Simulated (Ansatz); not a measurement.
## AlAs, response to strain

The reference is AlAs in the wurtzite structure (space group P6_3mc, No. 186; a model cell, its experimental status unchecked).

```
CELL_PARAMETERS angstrom
      4.00347     0.00000     0.00000
     -2.00174     3.46711     0.00000
      0.00000     0.00000     6.58076
ATOMIC_POSITIONS crystal
  Al 0.66667 0.33333 0.99984
  Al 0.33333 0.66667 0.49984
  As 0.66667 0.33333 0.62536
  As 0.33333 0.66667 0.12536
```

Cartesian axes are those of the cell as printed.

Strains are applied to the cell and any free atomic positions relax.

Computed with PBEsol, PAW, 420 eV (Ansatz, a first-principles code; spin-orbit coupling left out).

Problem. Only one of these has a direct gap. Which?
A) isotropic strain −1.50 %
B) isotropic strain +3.41 %
C) isotropic strain −0.77 %
D) tensor shear ε_xz = +0.83 %

Solution. B, isotropic strain +3.41 %. Computed: isotropic strain −0.77 %: indirect, Γ → M; isotropic strain −1.50 %: indirect, Γ → M; isotropic strain +3.41 %: direct at Γ; tensor shear ε_xz = +0.83 %: indirect, Γ → k = (-1/2, 0, 0.400) in the run's primitive reciprocal basis

Whether these cells are dynamically stable was not tested. This is not the structure that AlAs has at room temperature and ambient pressure. k-point labels follow each cell's own Brillouin zone.
